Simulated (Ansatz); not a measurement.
Zr: element substitutions

The parent structure is Zr in the hcp (Mg type) structure (space group P6_3/mmc, No. 194; a = 3.184 Å, c = 5.117 Å).

Each row replaces one element on all its sites; cell and atoms are relaxed.

Levels (all Ansatz, a first-principles code, PAW): PBEsol (420 eV, no spin-orbit coupling); r2SCAN (500 eV, spin-orbit coupling left out).

Pressures by level, all at the geometries relaxed with PBEsol:

```csv
case,PBEsol,r2SCAN
base,0.0 GPa,4.6 GPa
Zr → Nb,0.0 GPa,(withheld)
Zr → Sr,0.0 GPa,(withheld)
Zr → Y,0.0 GPa,(withheld)
```

Q: Complete the table.

A: 
- Zr → Nb, r2SCAN: 5.0 GPa
- Zr → Sr, r2SCAN: 1.2 GPa
- Zr → Y, r2SCAN: 3.0 GPa

Single points use the geometry relaxed with PBEsol. Their cutoffs differ, which shifts pressures a little. No phonon test of stability was made. For Nb in this form, whether it has been made was not checked. All final runs are without spin polarisation. This is not the structure that Nb has at room temperature and ambient pressure. This is not the structure that Sr has at room temperature and ambient pressure.
